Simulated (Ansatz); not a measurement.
System: Ag-vacancy pair (Ag on one host Ru site, one Ru site vacant) in hcp Ru (neutral cell). Calculation: PBE, PAW (plane waves to 420 eV; Ansatz, a first-principles code).

Settings: 36 host sites, the relaxed PBE lattice, a 2×2×2 k-point mesh shifted by half a step along c, smearing 0.10 eV, spin-restricted, no image-charge correction. No zero-point or tunnelling terms. Forms of the defect that were not tried may lie lower.

Barriers: single points on a 4×4×4 k-point mesh shifted by half a step along c at the bands' geometries.

Relaxed starting cell (atoms counted from 1):

```yaml
crystal:
  lattice:
    - [8.16420, 0.00000, 0.00000]
    - [-4.08210, 7.07041, 0.00000]
    - [0.00000, 0.00000, 8.58609]
  atoms:
    - { symbol: Ag, position: [0.09987, 0.21795, 0.14044] }
    - { symbol: Ru, position: [0.10476, 0.22036, 0.62750] }
    - { symbol: Ru, position: [0.10783, 0.56015, 0.12807] }
    - { symbol: Ru, position: [0.10726, 0.55511, 0.62873] }
    - { symbol: Ru, position: [0.10786, 0.88363, 0.12807] }
    - { symbol: Ru, position: [0.10730, 0.88814, 0.62877] }
    - { symbol: Ru, position: [0.44740, 0.22303, 0.12910] }
    - { symbol: Ru, position: [0.44523, 0.22442, 0.62977] }
    - { symbol: Ru, position: [0.44737, 0.56029, 0.12910] }
    - { symbol: Ru, position: [0.44520, 0.55676, 0.62974] }
    - { symbol: Ru, position: [0.44196, 0.88894, 0.12779] }
    - { symbol: Ru, position: [0.44349, 0.88970, 0.62997] }
    - { symbol: Ru, position: [0.76851, 0.22021, 0.12813] }
    - { symbol: Ru, position: [0.77667, 0.21938, 0.62751] }
    - { symbol: Ru, position: [0.77378, 0.55486, 0.12857] }
    - { symbol: Ru, position: [0.77482, 0.55537, 0.62952] }
    - { symbol: Ru, position: [0.76858, 0.88418, 0.12816] }
    - { symbol: Ru, position: [0.77662, 0.89308, 0.62749] }
    - { symbol: Ru, position: [0.22587, 0.10901, 0.38532] }
    - { symbol: Ru, position: [0.22073, 0.11191, 0.87337] }
    - { symbol: Ru, position: [0.22586, 0.45283, 0.38537] }
    - { symbol: Ru, position: [0.22076, 0.44478, 0.87338] }
    - { symbol: Ru, position: [0.21979, 0.77787, 0.37991] }
    - { symbol: Ru, position: [0.21949, 0.77769, 0.87740] }
    - { symbol: Ru, position: [0.55137, 0.10997, 0.38000] }
    - { symbol: Ru, position: [0.55394, 0.11106, 0.87747] }
    - { symbol: Ru, position: [0.55318, 0.44452, 0.37931] }
    - { symbol: Ru, position: [0.55278, 0.44433, 0.87822] }
    - { symbol: Ru, position: [0.55133, 0.77730, 0.37997] }
    - { symbol: Ru, position: [0.55386, 0.77876, 0.87752] }
    - { symbol: Ru, position: [0.88455, 0.11019, 0.87535] }
    - { symbol: Ru, position: [0.88706, 0.44675, 0.37926] }
    - { symbol: Ru, position: [0.88683, 0.44366, 0.87898] }
    - { symbol: Ru, position: [0.88710, 0.77630, 0.37926] }
    - { symbol: Ru, position: [0.88686, 0.77913, 0.87906] }
```

End state 1 differs by these moves (Å; atoms that move under 0.08 Å are left out):

```json
[
 {"atom": "1", "element": "Ag", "Δx": "-1.25", "Δy": "-0.72", "Δz": "1.94"}
]
```

Question: Predict the forward and backward barriers to end state 1 from PBE, PAW.

Answer: forward 1.27 eV, backward 1.27 eV; at the saddle point atom 1 has neighbours 4 Ru at 2.54, 4 Ru at 3.04, 2 Ru at 3.29 Å. The saddle point's order was not checked, and it lies on a symmetry element of the cell, where a band can be held.
